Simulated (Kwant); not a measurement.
Kwant, Hückel tight-binding model, one pz orbital an atom, one spin, coherent transport at 0 K. Conductance is in e²/h.

System: π system c1ccc2c(c1)sc1ccccc12 between two chain leads. The π system is taken as planar. Atoms are numbered from 0 in the order of the SMILES. Site energies (eV, carbon 0): [0.0, 0.0, 0.0, 0.0, 0.0, 0.0, -3.3, 0.0, 0.0, 0.0, 0.0, 0.0, 0.0]. Bonds (i, j, β in eV): (0,1,-3) (1,2,-3) (2,3,-3) (3,4,-3) (4,5,-3) (4,6,-2.1) (6,7,-2.1) (7,8,-3) (8,9,-3) (9,10,-3) (10,11,-3) (11,12,-3) (5,0,-3) (12,7,-3) (12,3,-3). Leads: chains of hopping −4.5 eV, joined by −0.9 eV to atoms 0 and 1.

Site energies and bond integrals are typed Hückel values.

Sweep values stay those of the base run.

One input was changed, with this effect: transmission at E = 0 0.0030 → 3.0e-5.

Which change was it?
(A) contacts moved from atoms [0, 1] to [0, 5]
(B) contacts moved from atoms [0, 1] to [0, 9]
(C) contacts moved from atoms [0, 1] to [2, 11]
(D) contacts moved from atoms [0, 1] to [1, 5]
(E) contacts moved from atoms [0, 1] to [5, 8]
(F) contacts moved from atoms [0, 1] to [2, 8]

F, contacts moved from atoms [0, 1] to [2, 8]
